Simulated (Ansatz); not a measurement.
Take NaF in the rock salt structure (space group Fm-3m, No. 225) as the base.

```xyz
2
Lattice="0.0000 2.3145 2.3145 2.3145 0.0000 2.3145 2.3145 2.3145 0.0000" Properties=species:S:1:pos:R:3 pbc="T T T"
Na     0.0000     0.0000     0.0000
F      2.3145     2.3145     2.3145
```

Cartesian axes are those of the cell as printed.

The values are results of DFT with PBEsol, PAW potentials and a 420 eV plane-wave cutoff in Ansatz (a quantum-chemistry and plane-wave program), scalar-relativistic without spin-orbit coupling, not measurements.

Perturbation: tensile biaxial strain of 1.00 % in the plane normal to [001], as in epitaxy on a mismatched substrate; the out-of-plane cell vector and the atoms relax.

### Question
Predict the new in-plane stress.

### Answer
The mean in-plane stress (compression positive) comes out as -1.1 GPa.

### Question
What happens to the ratio −ε⊥/ε∥?

### Answer
The ratio −ε⊥/ε∥ is 0.44.

Whether these cells are dynamically stable was not tested.
